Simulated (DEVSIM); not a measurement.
Device: illuminated GaSb p-on-n cell, one wavelength, at 300 K.

Layer 1 from the left is GaSb, thickness (μm) 0.110, Na (cm⁻³) 6.6e17, τn (s) 1.9e-8, τp (s) 2.3e-9, absorption coefficient (cm⁻¹) 7800. Layer 2 from the left is GaSb, thickness (μm) 1.70, Nd (cm⁻³) 6.2e15, τn (s) 2.7e-8, τp (s) 2.7e-8, absorption coefficient (cm⁻¹) 7800.

Left contact: ohmic, minority electron recombination velocity 1e5 cm/s. Right contact: ohmic, minority hole recombination velocity 2e5 cm/s. Voltage is applied to the left contact. Recombination: SRH at mid-gap, radiative, Auger. Light enters at the left, 2.7e17 photons cm⁻² s⁻¹, one pass, no reflection. Mobility is constant in doping.

The device is made up for the run: typed textbook-type constants, with dimensions and the other settings drawn at random. Values at 300 K.

GaSb: gap (eV) 0.726, affinity (eV) 4.06, permittivity 15.7, Nc (cm⁻³) 2.1e17, Nv (cm⁻³) 1.8e19, μn (cm²/Vs) 5000, μp (cm²/Vs) 850, B (cm³/s) 1e-10, Cn (cm⁶/s) 5e-30, Cp (cm⁶/s) 5e-30.

Model (solved in DEVSIM): 1D drift-diffusion, Boltzmann statistics, complete ionisation; no tunnelling, impact ionisation, image-force lowering or self-heating.

Dark forward current:

```tsv
|V| (V)	|J| (A/cm²)
0.05	8.055e-5
0.10	0.0004418
0.15	0.002427
0.20	0.01462
0.25	0.09381
0.30	0.6198
0.35	4.084
0.40	25.12
0.45	129.1
0.50	534.8
0.55	1887
0.60	6066
```

Q: Work out the local ideality factor n = ΔV / (kT/q · ln(J2/J1)) between the rows 0.15 and 0.20 V, 0.25 and 0.30 V, 0.55 and 0.60 V.

A: kT/q = 25.85 mV. From 0.15 to 0.20 V: ln(0.01462/0.002427) = 1.796, n = 1.08, near the 1 of diffusion or emission over a barrier. From 0.25 to 0.30 V: ln(0.6198/0.09381) = 1.888, n = 1.02, near the 1 of diffusion or emission over a barrier. From 0.55 to 0.60 V: ln(6066/1887) = 1.168, n = 1.66.

Q: What current could the absorbed light give at most, and what share is collected?

A: Σ αd = 1.41, so qΦ(1 − exp(−Σ αd)) = 32.7 mA/cm². The simulated short-circuit current is 28.18 mA/cm², a share of 0.86.

Q: Estimate the open-circuit voltage by superposition: the voltage at which the dark current equals that short-circuit current.

A: Interpolating ln J in the table gives 0.218 V. The simulation gives 0.217 V, the same within the digits that matter. Superposition holds where collection doesn't change with voltage.

Q: Estimate the fill factor from FF0 = (v − ln(v + 0.72))/(v + 1), v = qVoc/(nkT), with n from the dark curve.

A: The rows about Voc, 0.20 and 0.25 V, give n = 1.04, so v = 8.07 and FF0 = 0.650. The simulation gives 0.635; the estimate lies 2.4 % above.
